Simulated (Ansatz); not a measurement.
Base system: GaSb in the zinc blende structure (space group F-43m, No. 216; a = 6.132 Å).

Level of theory: r2SCAN (Ansatz, a first-principles code; PAW; 500 eV plane waves; spin-orbit coupling left out).

For the base:

```
Quantity                              Result
---------------  ---------------------------
Gap character                    direct at Γ
Volume per atom                     28.83 Å³
Hole mass        0.023, 0.26, 0.26 mₑ (at Γ)
```

Now apply this change: a hydrostatic pressure of 30 GPa.

Problem. What happens to the gap character?

Solution. The gap character changes from direct at Γ to indirect, Γ → Γ–X (80 % along).

Problem. How does this affect the volume per atom?

Solution. The volume per atom decreases by 7.232 Å³, from 28.83 Å³ to 21.59 Å³.

Problem. What does the calculation give for the hole mass after the change?

Solution. The hole mass (degenerate bands, along [100]) changes from 0.023, 0.26, 0.26 mₑ (at Γ) to 0.11, 0.17, 0.17 mₑ (at Γ).

With Sb present, leaving out spin-orbit coupling can change the band edges. Load acts through the strain it causes; cell and atoms are relaxed under it. Effective masses come from finite differences of ±0.01 Å⁻¹. No phonon test of stability was made. Tetrahedral semiconductors of this kind turn to denser phases somewhere between about 1 and 50 GPa; those were not computed, so compressed cells here can lie past the real transition.
